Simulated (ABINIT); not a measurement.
Worked example: self-consistent single point of CoGa (Pm-3m, 2 atoms in the cell) in ABINIT.

Computed with LDA (PW92), norm-conserving pseudopotentials (PseudoDojo nc-sr-04 LDA standard) (plane waves; ABINIT 10.0.3).

```yaml
crystal:
  lattice:
    - [2.88000, 0.00000, 0.00000]
    - [0.00000, 2.88000, 0.00000]
    - [0.00000, 0.00000, 2.88000]
  atoms:
    - { symbol: Ga, position: [0.50000, 0.50000, 0.50000] }
    - { symbol: Co, position: [0.00000, 0.00000, 0.00000] }
```

Reference input (self-consistent single point, DFT, PBE, plane waves, norm-conserving pseudopotentials (PseudoDojo nc-sr-05 PBE standard)): pseudos = [Ga.upf, Co.upf]; ecut = 48 Ha; occopt = 3; tsmear = 0.00367493 Ha; ngkpt = 8 8 8; nshiftk = 1; shiftk = 0 0 0; potentials = PseudoDojo nc-sr-05 PBE standard; nband = 21; kptopt = 1; nstep = 60; tolvrs = 1e-12. This run's input differs from it in these lines:

```diff
@@ -1,2 +1,2 @@
-# CoGa, PseudoDojo nc-sr-05 PBE standard
+# CoGa, PseudoDojo nc-sr-04 LDA standard
 pp_dirpath "./"
```

Its files differ too (potentials: PseudoDojo nc-sr-05 PBE standard → PseudoDojo nc-sr-04 LDA standard).

Output, abridged:

```
--- !BeginCycle
solver: {iscf: 7, nstep: 60, nline: 4, wfoptalg: 0, }
tolerances: {tolvrs: 1.00E-12, }
...

     iter   Etot(hartree)      deltaE(h)  residm     vres2
 ETOT  1  -228.76534515627    -2.288E+02 4.557E-01 3.098E+02
 ETOT  2  -228.95917067918    -1.938E-01 9.741E-02 1.084E+03
 ETOT  3  -229.14835631874    -1.892E-01 9.959E-03 3.011E+02
 ETOT  4  -229.22231859211    -7.396E-02 3.346E-03 2.863E+00
 ETOT  5  -229.22284415099    -5.256E-04 2.326E-03 2.672E-01
   [... 2 lines left out ...]
 ETOT  8  -229.22290100844    -7.429E-09 4.542E-04 5.820E-06
 ETOT  9  -229.22290100966    -1.211E-09 5.672E-04 9.150E-08
 ETOT 10  -229.22290100967    -1.700E-11 2.215E-04 4.869E-11
 ETOT 11  -229.22290100967    -2.501E-12 6.604E-04 6.067E-13
 At SCF step   11       vres2   =  6.07E-13 < tolvrs=  1.00E-12 =>converged.

 Cartesian components of stress tensor (hartree/bohr^3)
  sigma(1 1)=  4.62883442E-04  sigma(3 2)=  0.00000000E+00
  sigma(2 2)=  4.62883442E-04  sigma(3 1)=  0.00000000E+00
  sigma(3 3)=  4.62883442E-04  sigma(2 1)=  0.00000000E+00

 ----iterations are completed or convergence reached----

 reduced coordinates (array xred) for    2 atoms
       0.499999997822      0.499999997822      0.499999997822
      -0.000000002178     -0.000000002178     -0.000000002178
 cartesian forces (eV/Angstrom) at end:
    1     -0.00000000000000    -0.00000000000000    -0.00000000000000
    2     -0.00000000000000    -0.00000000000000    -0.00000000000000
 frms,max,avg= 0.0000000E+00 0.0000000E+00   0.000E+00  0.000E+00  0.000E+00 e/A
   [... lines left out ...]
 Fermi (or HOMO) energy (hartree) =   0.37536   Average Vxc (hartree)=  -0.51387
   [... lines left out ...]
total_energy        : -2.29222901009675E+02
total_energy_eV     : -6.23747234887704E+03
band_energy         : -1.51805170298126E+01
...

-Cartesian components of stress tensor (GPa)         [Pressure= -1.3618E+01 GPa]
- sigma(1 1)=  1.36184988E+01  sigma(3 2)=  0.00000000E+00
- sigma(2 2)=  1.36184988E+01  sigma(3 1)=  0.00000000E+00
- sigma(3 3)=  1.36184988E+01  sigma(2 1)=  0.00000000E+00

 Calculation completed.
```

The run converged in 11 iterations. Against the reference run the pressure goes from 0.76 to -13.62 GPa.

The starting cell has typed, rounded lattice constants, without a prior relaxation at this level. Spin polarisation is off. With a pressure of about -14 GPa the cell is away from its equilibrium volume at this level.

Cost on one core of a shared machine: roughly 60 s.
